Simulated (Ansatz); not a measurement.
Tunnelling through a barrier is set by its complex band structure: the current falls as exp(−2κd) with the smallest κ.

Data:

```xyz
12
Lattice="5.0942 0.0000 0.0000 0.8762 5.2030 0.0000 0.0000 0.0000 5.1506" Properties=species:S:1:pos:R:3 pbc="T T T"
Hf     4.3077     3.6832     2.3593
Hf     1.6626     1.5197     2.7913
Hf     2.1007     4.1212     4.9346
Hf     3.8696     1.0817     0.2160
O      3.6694     5.0915     3.8245
O      2.3010     0.1114     1.3261
O      2.7390     2.7129     1.2492
O      3.2313     2.4900     3.9015
O      5.0493     1.8015     1.7036
O      0.9210     3.4014     3.4470
O      0.4829     0.8000     4.2789
O      5.4874     4.4030     0.8717
```

Space group of this cell: P2_1/c. The cell is taken as given; by r2SCAN its mean pressure is 3.8 GPa.

Transport runs along the normal of the first two printed cell vectors.

No gap correction and no spin-orbit coupling; mid-gap values are interpolated between computed energies.

### Question
Give the band gap and the smallest decay constant κ at mid-gap that r2SCAN (Ansatz, an electronic-structure program) yields.

### Answer
Gap 4.64 eV on a 6×6×6 mesh; κ = 0.378 1/Å, at the zone centre.
